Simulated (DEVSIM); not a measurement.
Device: Al/Si3N4/p-In0.53Ga0.47As capacitor, at 300 K.

| layer (left to right) | material | thickness (nm) | Na (cm⁻³) |
|---|---|---|---|
| 1 | Si3N4 | 2.20 | - |
| 2 | In0.53Ga0.47As | 3000 | 3.6e16 |

Metal gate on the left, work function 4.1 eV. Fixed charge at the semiconductor interface -4.26e12 cm⁻² (in units of +e); no interface traps.

Constants are typed, rounded textbook-type inputs, not results; the design itself was drawn at random and stands for no fabricated device. Values at 300 K.

| parameter | Si3N4 | In0.53Ga0.47As |
|---|---|---|
| gap (eV) | 5.1 | 0.74 |
| affinity (eV) | 2.1 | 4.51 |
| permittivity | 7.5 | 13.9 |
| Nc (cm⁻³) | - | 2.1e17 |
| Nv (cm⁻³) | - | 7.7e18 |

Simulated with DEVSIM: 1D Poisson equation in equilibrium, Boltzmann statistics, complete ionisation; no quantum confinement or tunnelling. Metal contacts follow the ideal Schottky-Mott rule: no Fermi-level pinning, no interface dipoles.

**Question.** Give the band bending (positive: bands bend down) and minority sheet density.

**Answer.** 
```json
[
 {"Vg (V)": "-1", "ψs (V)": "-0.133", "minority carriers (cm⁻²)": "< 1e8"},
 {"Vg (V)": "-0.85", "ψs (V)": "-0.051", "minority carriers (cm⁻²)": "< 1e8"},
 {"Vg (V)": "-0.7", "ψs (V)": "0.077", "minority carriers (cm⁻²)": "< 1e8"},
 {"Vg (V)": "-0.55", "ψs (V)": "0.219", "minority carriers (cm⁻²)": "< 1e8"},
 {"Vg (V)": "-0.4", "ψs (V)": "0.363", "minority carriers (cm⁻²)": "< 1e8"},
 {"Vg (V)": "-0.25", "ψs (V)": "0.508", "minority carriers (cm⁻²)": "2.3e9"}
]
```
